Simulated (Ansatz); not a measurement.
Consider a periodic stack without vacuum, bcc Ta (1 1 1) on zinc-blende GaAs (1 1 1) (film strained to the substrate, started from cuts of the bulks and a machine-learned relaxation; slabs As16Ga16 and Ta30, which can lie off the formulas): substrate slab As16Ga16, film Ta30, surface cells [[-2, 2], [-2, 0]] and [[1, -2], [2, -1]], film strained by -0.1 and -0.1 %, outermost planes As/Ga and Ta/Ta as cut, which need not be the usual terminations and can put a slab off its formula. Its start:

```
CELL_PARAMETERS angstrom
      8.12558     0.00000     0.04546
      4.06279     7.03696    -0.06961
      3.02179     2.26078    22.63361
ATOMIC_POSITIONS crystal
  As 0.92017 0.86492 0.99432
  As 0.40549 0.68429 0.02383
  As 0.76682 0.50340 0.02259
  As 0.27567 0.19290 0.99502
  As 0.51426 0.36107 0.16094
  As 0.00712 0.35192 0.16505
  As 0.50116 0.86061 0.16653
  As 0.98812 0.88467 0.16217
  As 0.12428 0.00048 0.31906
  As 0.61611 0.01221 0.31099
  As 0.13298 0.50973 0.30747
  As 0.62903 0.48977 0.31170
  As 0.75603 0.66581 0.42503
  As 0.28465 0.64498 0.47408
  As 0.73860 0.10779 0.47384
  As 0.19097 0.19711 0.47377
  Ga 0.84915 0.21960 0.10865
  Ga 0.35023 0.20380 0.13434
  Ga 0.84742 0.69601 0.14120
  Ga 0.32824 0.71169 0.13352
  Ga 0.46578 0.83921 0.27891
  Ga 0.96444 0.85811 0.27482
  Ga 0.47084 0.34723 0.27062
  Ga 0.97639 0.33993 0.27770
  Ga 0.11451 0.51383 0.41719
  Ga 0.61121 0.45659 0.42186
  Ga 0.08475 0.99099 0.43093
  Ga 0.54197 0.02254 0.42037
  Ga 0.71084 0.30253 0.56297
  Ga 0.37665 0.97111 0.56242
  Ga 0.72040 0.64383 0.53128
  Ga 0.04503 0.63822 0.56249
  Ta 0.68870 0.61729 0.64405
  Ta 0.02580 0.95372 0.63028
  Ta 0.35959 0.28737 0.62976
  Ta 0.03391 0.29925 0.58999
  Ta 0.37330 0.63028 0.58985
  Ta 0.70382 0.96115 0.58959
  Ta 0.99994 0.26796 0.71729
  Ta 0.33937 0.59869 0.71668
  Ta 0.66953 0.92816 0.71685
  Ta 0.34108 0.94796 0.67726
  Ta 0.67988 0.26978 0.67816
  Ta 0.01886 0.60787 0.67737
  Ta 0.30828 0.91517 0.80199
  Ta 0.64759 0.23633 0.80444
  Ta 0.98544 0.57495 0.80240
  Ta 0.65622 0.58394 0.76880
  Ta 0.99168 0.92155 0.75653
  Ta 0.32699 0.25465 0.75655
  Ta 0.62006 0.54606 0.90697
  Ta 0.95808 0.88823 0.88179
  Ta 0.29500 0.22082 0.88220
  Ta 0.95786 0.24119 0.84702
  Ta 0.31396 0.56412 0.84476
  Ta 0.63544 0.88713 0.84598
  Ta 0.94630 0.18648 0.97409
  Ta 0.26269 0.53308 0.96877
  Ta 0.60208 0.86264 0.97172
  Ta 0.26648 0.88941 0.92620
  Ta 0.61537 0.19612 0.93108
  Ta 0.96177 0.54012 0.92714
```

The start was prepared with a machine-learned potential, and the result is one local minimum, with the in-plane cell held and forces under 0.04 eV/Å; the film can end far from its bulk form.

Computed with PBE (plane waves to 420 eV, PAW; Ansatz, a first-principles code). Spin–orbit coupling is left out; the runs are not spin-polarised; PBE gaps are too small against experiment. Its k-point mesh 4×4×1, Fermi–Dirac width 0.05 eV.

Question: Predict the relaxed interface.

Answer: interface area: 57.2 Å²
period: 22.48 Å
heights between the nearest atoms of the two slabs at the two interfaces: 0.63 and 0.58 Å
Ga–Ta contacts across the interfaces within 1.22 times the sum of covalent radii: 26, mean 2.93 Å
As–Ta contacts across the interfaces within 1.22 times the sum of covalent radii: 25, mean 2.83 Å
